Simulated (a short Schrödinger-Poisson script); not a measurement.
Structure: MOS inversion layer, SiO2 on p-type Si(100), at 300 K.

```
layer  material  thickness (nm)  Na (cm⁻³)
-----  --------  --------------  ---------
1          SiO2             1.5          -
2            Si             200     4.8e18
```

Constants are typed, rounded textbook-type inputs, not results; the design itself was drawn at random and stands for no fabricated device. SiO2: permittivity 3.9, conduction-band edge (eV) 3.15, gap (eV) 9, electron mass (mₑ) 0.5. Si: permittivity 11.7, conduction-band edge (eV) 0, gap (eV) 1.124, Nv at 300 K (cm⁻³) 3.1e19.

Channel valleys (confinement mass, in-plane density-of-states mass, number): Δ2 0.916, 0.19, 2; Δ4 0.19, 0.417, 4. At the gate the conduction-band edge of layer 1 lies 3.32 eV − eVg above the Fermi level of the channel; the field vanishes at the back. Gaps are held at their typed values at every temperature. Mesh 0.03 nm at interfaces.

Solved with a short Schrödinger-Poisson script written for these runs: 1D Poisson equation in equilibrium, electrons classical, Boltzmann, parabolic valleys, classical holes, full ionisation, no traps, pinning or gate leakage.

The same stack at other levels of the model or other numerical settings:

```csv
run,sheet density of all electrons at Vg = 1.4 V (cm⁻²),sheet density of all electrons at Vg = 0.8 V (cm⁻²),capacitance at Vg = 1.4 V (μF/cm²),centroid of the channel electrons at Vg = 1.4 V (nm),rough cost against the base
base,8.17e12,7.82e11,2.16,0.18,about 1
"electrons treated as classical, Fermi-Dirac",7.40e12,7.21e11,2.00,0.30,4
"electrons treated as quantum, Hartree",4.73e12,1.40e10,1.78,1.03,20
mesh six times as coarse,7.82e12,6.67e11,2.11,0.28,0.6
```

The classical rows ignore confinement, and Boltzmann statistics overrate the density once the band edge passes the Fermi level.
